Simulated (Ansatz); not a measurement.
Given:

```yaml
crystal:
  lattice:
    - [4.69226, 0.00000, 0.00000]
    - [2.34613, 4.06361, 0.00000]
    - [2.34613, -1.35454, 3.85696]
  atoms:
    - { symbol: Mg, position: [0.50094, 0.24953, 0.74858] }
    - { symbol: Mg, position: [0.49906, 0.75047, 0.25142] }
    - { symbol: Sn, position: [0.00000, 0.00000, 0.00000] }
```

No spin polarisation.

Method: DFT with LDA, PAW potentials and a 420 eV plane-wave cutoff in Ansatz (a program for electronic structure), without spin-orbit coupling. k-mesh 15×15×15 (Γ-centred); smearing 0.1 eV (Fermi–Dirac).

Q: What is the computed mean in-plane stress (compression positive)?

A: +0.4 GPa.

Q: What band gap does the calculation give?

A: Zero.

The cells carry an imposed strain or load. Stability against distortions was not tested. The cell was made from Mg₂Sn (space group Fm-3m, No. 225) by this change: biaxial strain −0.42 %, plane normal [111], relaxed out of plane.
